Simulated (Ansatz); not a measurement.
Base system: Na₃Sb (space group P6_3/mmc, No. 194; a = 5.312 Å, c = 9.453 Å).

The values are results of plane-wave PAW DFT at the PBEsol level (Ansatz, a quantum-chemistry and plane-wave program, 420 eV), no spin-orbit coupling, not measurements.

One change was made to it. Results:

| quantity | base | after |
|---|---|---|
| gap character | direct at Γ | direct at Γ |
| electron mass | 0.076 mₑ along c, 0.061 mₑ across (at Γ) | 0.078 mₑ along c, 0.065 mₑ across (at Γ) |
| valence-band top at Γ (three highest levels, from the VBM) | 0.00, 0.00, -0.16 eV | 0.00, 0.00, -0.17 eV |
| lattice parameter a | 5.312 Å | 5.288 Å |
| band gap | 0.43 eV | 0.46 eV |

### Question
What was done to the base?
A) pressure 0.3 GPa
B) pressure 0.7 GPa
C) pressure 3 GPa

### Answer
A, pressure 0.3 GPa. For comparison, the band gap in the other runs: pressure 3 GPa gives 0.73 eV; pressure 0.7 GPa gives 0.51 eV.

Spin-orbit coupling, missing from the scalar runs, can matter with Sb. Load acts through the strain it causes; cell and atoms are relaxed under it. Masses are band curvatures over ±0.01 Å⁻¹ around the edge. Stability against distortions was not tested.
